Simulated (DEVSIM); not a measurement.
Device: double heterostructure, GaAs between p- and n-type In0.49Ga0.51P, at 500 K.

| layer (left to right) | material | thickness (μm) | Nd (cm⁻³) | Na (cm⁻³) | τn (s) | τp (s) |
|---|---|---|---|---|---|---|
| 1 | In0.49Ga0.51P | 0.680 | - | 1.3e17 | 3.7e-10 | 3.7e-10 |
| 2 | GaAs | 0.0820 | 1.2e14 | - | 3.7e-10 | 3.7e-10 |
| 3 | In0.49Ga0.51P | 0.280 | 1.2e17 | - | 3.7e-10 | 3.7e-10 |

Left contact: ohmic. Right contact: ohmic. Voltage is applied to the left contact. Recombination: SRH at mid-gap, radiative. Mobility is μmin + (μ − μmin)/(1 + (N/Nref)^α).

Constants are typed, rounded textbook-type inputs, not results; the design itself was drawn at random and stands for no fabricated device. Values at 300 K; Nc and Nv go as T^1.5, mobilities as T to minus their exponent, the gap by Varshni's rule with the affinity fixed.

| parameter | In0.49Ga0.51P | GaAs |
|---|---|---|
| gap (eV) | 1.89 | 1.424 |
| affinity (eV) | 4 | 4.07 |
| permittivity | 11.8 | 12.9 |
| Nc (cm⁻³) | 9e17 | 4.7e17 |
| Nv (cm⁻³) | 1.3e19 | 9e18 |
| μn (cm²/Vs) | 1500 | 8500 |
| μp (cm²/Vs) | 80 | 400 |
| μn,min | 400 | 500 |
| μp,min | 15 | 20 |
| Nref,n | 2e16 | 6e16 |
| Nref,p | 1.5e17 | 1.5e17 |
| αn | 0.7 | 0.39 |
| αp | 0.8 | 0.38 |
| T exponent of μn | 1.66 | 2.1 |
| T exponent of μp | 2 | 2.2 |
| B (cm³/s) | 1e-10 | 2e-10 |
| Varshni α (eV/K) | 0.0005 | 0.000541 |
| Varshni β (K) | 250 | 204 |

DEVSIM, 1D drift-diffusion, Boltzmann statistics, complete ionisation; no tunnelling, impact ionisation, image-force lowering or self-heating. Band offsets follow the typed affinities; no thermionic-emission limit at abrupt steps, no polarisation charge.

Tabulate band edges, carrier densities and field at 1.05 V on the left contact.

Energies count from the Fermi level of the right contact; mesh points crowd at the junctions.

```json
[
 {"x (μm)": "0.000", "Ec (eV)": "0.524", "Ev (eV)": "-1.281", "n (cm⁻³)": "270", "p (cm⁻³)": "1.3e17", "field (V/cm)": "210"},
 {"x (μm)": "0.006934", "Ec (eV)": "0.524", "Ev (eV)": "-1.281", "n (cm⁻³)": "8.6e10", "p (cm⁻³)": "1.3e17", "field (V/cm)": "210"},
 {"x (μm)": "0.02374", "Ec (eV)": "0.524", "Ev (eV)": "-1.281", "n (cm⁻³)": "2.9e11", "p (cm⁻³)": "1.3e17", "field (V/cm)": "210"},
 {"x (μm)": "0.06446", "Ec (eV)": "0.525", "Ev (eV)": "-1.280", "n (cm⁻³)": "7.8e11", "p (cm⁻³)": "1.3e17", "field (V/cm)": "210"},
 {"x (μm)": "0.2178", "Ec (eV)": "0.528", "Ev (eV)": "-1.277", "n (cm⁻³)": "2.6e12", "p (cm⁻³)": "1.3e17", "field (V/cm)": "210"},
 {"x (μm)": "0.4633", "Ec (eV)": "0.534", "Ev (eV)": "-1.272", "n (cm⁻³)": "5.4e12", "p (cm⁻³)": "1.3e17", "field (V/cm)": "210"},
 {"x (μm)": "0.5935", "Ec (eV)": "0.535", "Ev (eV)": "-1.270", "n (cm⁻³)": "7.2e12", "p (cm⁻³)": "1.2e17", "field (V/cm)": "-940"},
 {"x (μm)": "0.6564", "Ec (eV)": "0.449", "Ev (eV)": "-1.356", "n (cm⁻³)": "5.7e13", "p (cm⁻³)": "1.6e16", "field (V/cm)": "-45000"},
 {"x (μm)": "0.6731", "Ec (eV)": "0.348", "Ev (eV)": "-1.457", "n (cm⁻³)": "6.0e14", "p (cm⁻³)": "1.2e15", "field (V/cm)": "-77000"},
 {"x (μm)": "0.6800", "Ec (eV)": "0.220", "Ev (eV)": "-1.108", "n (cm⁻³)": "6.0e15", "p (cm⁻³)": "6.7e17", "field (V/cm)": "-84000"},
 {"x (μm)": "0.6866", "Ec (eV)": "0.181", "Ev (eV)": "-1.147", "n (cm⁻³)": "1.5e16", "p (cm⁻³)": "2.7e17", "field (V/cm)": "-44000"},
 {"x (μm)": "0.7087", "Ec (eV)": "0.132", "Ev (eV)": "-1.196", "n (cm⁻³)": "4.7e16", "p (cm⁻³)": "8.7e16", "field (V/cm)": "-10000"},
 {"x (μm)": "0.7383", "Ec (eV)": "0.114", "Ev (eV)": "-1.214", "n (cm⁻³)": "7.1e16", "p (cm⁻³)": "5.7e16", "field (V/cm)": "-5700"},
 {"x (μm)": "0.7542", "Ec (eV)": "0.101", "Ev (eV)": "-1.227", "n (cm⁻³)": "9.6e16", "p (cm⁻³)": "4.2e16", "field (V/cm)": "-12000"},
 {"x (μm)": "0.7629", "Ec (eV)": "0.157", "Ev (eV)": "-1.648", "n (cm⁻³)": "5.1e16", "p (cm⁻³)": "3.5e12", "field (V/cm)": "-21000"},
 {"x (μm)": "0.7709", "Ec (eV)": "0.143", "Ev (eV)": "-1.662", "n (cm⁻³)": "7.0e16", "p (cm⁻³)": "2.4e12", "field (V/cm)": "-14000"},
 {"x (μm)": "0.7900", "Ec (eV)": "0.127", "Ev (eV)": "-1.679", "n (cm⁻³)": "1.0e17", "p (cm⁻³)": "1.5e12", "field (V/cm)": "-4500"},
 {"x (μm)": "0.8355", "Ec (eV)": "0.120", "Ev (eV)": "-1.685", "n (cm⁻³)": "1.2e17", "p (cm⁻³)": "1.0e12", "field (V/cm)": "-230"},
 {"x (μm)": "0.9601", "Ec (eV)": "0.120", "Ev (eV)": "-1.685", "n (cm⁻³)": "1.2e17", "p (cm⁻³)": "3.3e11", "field (V/cm)": "11"},
 {"x (μm)": "1.010", "Ec (eV)": "0.120", "Ev (eV)": "-1.685", "n (cm⁻³)": "1.2e17", "p (cm⁻³)": "1.3e11", "field (V/cm)": "11"},
 {"x (μm)": "1.032", "Ec (eV)": "0.120", "Ev (eV)": "-1.685", "n (cm⁻³)": "1.2e17", "p (cm⁻³)": "4.1e10", "field (V/cm)": "11"},
 {"x (μm)": "1.042", "Ec (eV)": "0.120", "Ev (eV)": "-1.685", "n (cm⁻³)": "1.2e17", "p (cm⁻³)": "290", "field (V/cm)": "11"}
]
```
